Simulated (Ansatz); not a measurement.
For Ge2Sb2Te5 (model structure, R-3m, No. 166, 9 atoms in the cell), PBE (Ansatz, a quantum-chemistry and plane-wave program, PAW) gives:

* **equilibrium lattice constant a**: 4.288 Å
* **c axis length**: 53.702 Å
* **cohesive energy**: 2.88 eV/atom
* **band gap**: 0.62 eV

### Question
What does r²SCAN+rVV10 (plane waves, PAW; Ansatz) give for the same quantities?

### Answer

- lattice constant a: 4.235 Å (decreases by 1.2 %)
- lattice parameter c: 52.350 Å (shrinks by 2.5 %)
- cohesive energy: 3.00 eV/atom (grows by 0.12 eV/atom)
- band gap: 0.38 eV (drops by 0.24 eV)

Changes are worked out from the printed values.

Unless a cell is named, each level is at its own relaxed cell (PBE 31.67, r²SCAN+rVV10 30.12 Å³/atom).

Levels without +SOC leave out spin–orbit coupling, which shifts energies and cells of such heavy elements.

Levels without +SOC have no spin–orbit coupling; where heavier elements are present it shifts gaps, mostly down, and can invert bands. Density-functional gaps are differences of (generalised) Kohn–Sham levels.

Ansatz's density-functional and Hartree–Fock values are scalar-relativistic unless marked +SOC, with PAW data made under PBE.

A model structure was made by putting elements into a prototype or built by hand; it is no filed structure, need not be a known phase, and can be a saddle point held by its symmetry.
